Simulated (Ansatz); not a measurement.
## Habitual settings against a tight run: Sn2Ir (Fm-3m, 3 atoms in the cell)

Self-consistent single point.

```xyz
3
Lattice="0.0000 3.1106 3.1106 3.1106 0.0000 3.1106 3.1106 3.1106 0.0000" Properties=species:S:1:pos:R:3 pbc="T T T"
Sn     4.6659     4.6659     4.6659
Sn     1.5553     1.5553     1.5553
Ir     0.0000     0.0000     0.0000
```

Method: PBEsol, PAW files made with PBE (plane waves; Ansatz, a program for electronic structure).

Base settings: basis.ecutwfc = 420 eV; kpoints.mp_grid.grid = 7 7 7; hamiltonian.xc = pbesol; hamiltonian.pseudopotentials = {kind: paw} (the program's default PAW files); scf.occupations.method = cold; scf.occupations.width = 0.1 eV.

Tight run (finer mesh or higher cutoff; not a proven limit): basis.ecutwfc: 420 eV → 590 eV; kpoints.mp_grid.grid: 7 7 7 → 10 10 10; scf.convergence.dr2_threshold: default (1e-07 eV) → 1e-09 eV. It gave Fermi level (on the code's own zero) 15.82 eV; pressure 9.02 GPa.

Quick runs, as changes from the base:
- A: the base itself
- B: basis.ecutwfc: 420 eV → 250 eV; kpoints.mp_grid.grid: 7 7 7 → 1 1 1; scf.occupations.method: cold → methfessel_paxton; scf.occupations.width: 0.1 eV → 0.136 eV
- C: basis.ecutwfc: 420 eV → 210 eV; kpoints.mp_grid.grid: 7 7 7 → 8 8 8; scf.occupations.method: cold → fermi_dirac; scf.occupations.width: 0.1 eV → 0.136 eV
- D: basis.ecutwfc: 420 eV → 335 eV; kpoints.mp_grid.grid: 7 7 7 → 2 2 2
- E: basis.ecutwfc: 420 eV → 250 eV; kpoints.mp_grid.grid: 7 7 7 → 3 3 3; scf.occupations.method: cold → fermi_dirac; scf.occupations.width: 0.1 eV → 0.136 eV
- F: kpoints.mp_grid.grid: 7 7 7 → 4 4 4; scf.occupations.width: 0.1 eV → 0.2 eV

Energies are extrapolated to zero smearing width, which holds to low order in the width alone.

The count of work is k-points × plane waves × bands × iterations; it is no time. 

Pressures in the table are Ansatz's without its Pulay estimate, at a fixed set of plane waves; the tight run's value above holds the estimate.

The starting cell comes from a database of computed structures (which also holds hypothetical and non-ambient phases and stackings), without a prior relaxation at this level. Its lattice was rescaled by a random factor within 2.5 % of one. Spin polarisation is off. In the base run, with a pressure of about 9 GPa the cell is away from its equilibrium volume at this level.

```
run  energy less tight (meV/atom)  pressure less tight (GPa)  count of work / tight
---  ----------------------------  -------------------------  ---------------------
A                            -5.4                      -0.35                   0.21
B                          6435.6                      26.28                 0.0086
C                          3099.3                    -141.09                   0.12
D                           109.5                      -2.63                  0.023
E                           654.6                     -38.31                  0.016
F                            12.9                      -1.41                  0.086
```

Among the runs at the tight run's level, the energy misses run from 5.4 to 6435.6 meV/atom.

Keys are those of Ansatz 0.2.
